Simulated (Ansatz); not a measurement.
Abridged Ansatz (a first-principles code) output:

```
Relaxation: its limit of steps is 50 (relax.max_steps)
Pseudopotential: Mg, paw, valence charge 10
Pseudopotential: Sn, paw, valence charge 14
Crystal: 3 atoms, lattice volume = 78.508 Å³
Basis set: ecut = 420 eV, 1471 PW (Γ), exchange–correlation on 72×72×72 points (8 copies of the dense FFT grid, shifted against one another)
Bands: 21, of which v1, the nominal top of the filled ones, is band 17 counted from 1 (16 counted from 0)
Symmetry: 48 space group operations
k-points: 120 of 3375
Functional: x = slater, c = lda
SCF iter   1: F=—  HF=-9683.432641 eV  |F-HF|=—  |Δ(HF+E_count)|=         —  Δρ=7.42e-3  dr2=2.34e-2  ethr=1.77e-3  ⟨swp⟩=6.1  Hψ=12562  notcnv=0
SCF iter   2: F=—  HF=-9683.423443 eV  |F-HF|=—  |Δ(HF+E_count)|=   9.20e-3  Δρ=3.65e-3  dr2=8.67e-3  ethr=6.89e-5  ⟨swp⟩=2.4  Hψ=5603  notcnv=0
SCF 1 converged in 9 iterations: F = -9683.421692 eV  dr2 = 2.18e-10
relax step   1: F+E_penalty+E_count = -9683.42169188 eV  Δ(F+E_penalty+E_count) = +0.000e0 eV  max|allowed force component| = 3.701e-17 eV/Å  Δτ_max = 0.0000 Å  (9 SCF iters, accepted)
SCF converged after 9 iterations
Free energy (F): -9683.421692 eV
Internal energy: -9683.410453 eV  (E = F + TS)
E sigma→0 (E₀):  -9683.416072 eV
Entropy (-TS):   -0.011239 eV (-3.746 meV/atom)
Fermi energy:    6.587701 eV
--- Forces (eV/Å), atoms counted from 1 ---
  atom   1  Mg    -0.00000000     0.00000000     0.00000000
  atom   2  Mg    -0.00000000     0.00000000     0.00000000
  atom   3  Sn    -0.00000000    -0.00000000    -0.00000000
--- Stress (GPa, compression-positive) ---
       -2.424769      -0.000000      -0.000000
        0.000000      -2.424769      -0.000000
        0.000000       0.000000      -2.424769
  P = ⅓ Tr σ = -2.4248 GPa (-24.248 kbar)
--- Relaxed structure (1 steps of the walk, 1 accepted, 0 SCFs on fresh bases) ---
  atoms:
    - { symbol: Mg, position: [0.25, 0.25, 0.25] }
    - { symbol: Mg, position: [0.75, 0.75, 0.75] }
    - { symbol: Sn, position: [0.0, 0.0, 0.0] }
```

Problem. What was computed, and what are the main results?

Solution. Mg2Sn, 3 atoms in the cell, with LDA/PAW in Ansatz, spin-orbit coupling left out. The last SCF converged to F = -9683.421692 eV, or -3227.8072 eV per atom, at a pressure of -2.42 GPa. The total energy compares only with runs of the same code, potentials and settings.

The cells carry an imposed strain or load. Whether these cells are dynamically stable was not tested. The cell was made from Mg2Sn (space group Fm-3m, No. 225) by this change: isotropic strain +2.00 %.

Keys are those of Ansatz 0.2.
